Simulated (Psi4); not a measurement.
Psi4 1.11, B3LYP/def2-svp: Zr(F)3(OH)(NH3) ([NH3]->[Zr]([OH])([F])([F])[F]), 10 atoms. The geometry is a generated start, not checked to be a minimum at this level.

```
Quantity                                             Result
--------------------------  -------------------------------
task                                                 energy
method                                                b3lyp
basis                                              def2-svp
memory                                                 3 GB
maxiter                                                 100
keys of the molecule block                      symmetry c1
scf_type                                       df (default)
guess                        auto, which took SAD (default)
scf_initial_accelerator                     adiis (default)
e_convergence                               1e-06 (default)
d_convergence                               1e-06 (default)
dft_radial_points                              75 (default)
dft_spherical_points                          302 (default)
effective core potentials   those of the basis set, past Kr
basis functions                                         121
grid points                                          216511
```

```xyz
10

Zr     0.1411     0.8789     0.3871
F      1.8219     1.7060     0.4024
F     -0.9333     1.6809     1.7015
F     -0.6301     1.5878    -1.1949
O      0.5529    -0.6839     1.3649
H      0.8208    -0.5133     2.2800
N     -0.3803    -0.9725    -1.0758
H     -0.1695    -1.8619    -0.6192
H      0.1517    -0.8931    -1.9435
H     -1.3752    -0.9289    -1.3026
```

Charge 0 and multiplicity 1 are set for this test and not shown to be the ground state.

One run each on 2 threads. Values of diis_max_vecs tried: 3, 6, 10 (default), 20.

Q: How does the count of SCF iterations change with diis_max_vecs, and where is it least?

A: Fewest SCF iterations, within one of each other: 6 with 10, 10 (default) with 10, 20 with 10. The count rises to 17 at 3. All converge to one solution.

```csv
diis_max_vecs,SCF iterations,end
3,17,same solution
6,10,same solution
10 (default),10,same solution
20,10,same solution
```
